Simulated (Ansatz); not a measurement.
CdSe (model structure, started from the NiAs type, P6₃/mmc, No. 194, 4 atoms in the cell): lattice constant a by level of theory

No measured value is used here.

```tsv
level (code)	value (Å)
PBE (Ansatz)	4.063
PBEsol (Ansatz)	3.986
PBE-D3(BJ) (Ansatz)	3.996
```

Ansatz's density-functional and Hartree–Fock values are scalar-relativistic unless marked +SOC, with PAW data made under PBE.

A model structure was made by putting elements into a prototype or built by hand; it is no filed structure, need not be a known phase, and can be a saddle point held by its symmetry.

Ansatz is a program for electronic structure.
